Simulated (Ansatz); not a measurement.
```
HfO2
1.0
    4.80894     0.00000     0.00000
    0.00000     4.80894     0.00000
    0.00000     0.00000     3.25364
Hf O
2 4
Cartesian
  0.00000   0.00000   0.00000
  2.40447   2.40447   1.62682
  0.93378   3.87516   1.62682
  3.87516   0.93378   1.62682
  3.33825   3.33825   0.00000
  1.47069   1.47069   0.00000
```

No spin polarisation.

A single point on HfO2 with a change (uniaxial stress, 5 GPa tension along z), its geometry relaxed with PBEsol.

The values are results of Ansatz (a program for electronic structure), r2SCAN, PAW, cutoff 500 eV, no SOC, not measurements. k-mesh 7×7×10 (Γ-centred); smearing 0.05 eV (Fermi–Dirac).

**Question.** Predict the gap character, width of the top valence band, pressure and band gap.

**Answer.** 
- Gap character: direct at Γ
- Width of the top valence band: 1.28 eV
- Pressure: -0.11 GPa
- Band gap: 4.58 eV

Single points use the geometry relaxed with PBEsol. With Hf present, leaving out spin-orbit coupling can change the band edges. Load acts through the strain it causes; cell and atoms are relaxed under it. Beyond what the load breaks, stability against distortions was not tested. The cell was made from HfO₂ in the rutile structure (space group P4_2/mnm, No. 136; a cell from a computed database, its experimental status unchecked) by this change: uniaxial stress, 5 GPa tension along z. This is not the structure that HfO2 has at room temperature and ambient pressure.
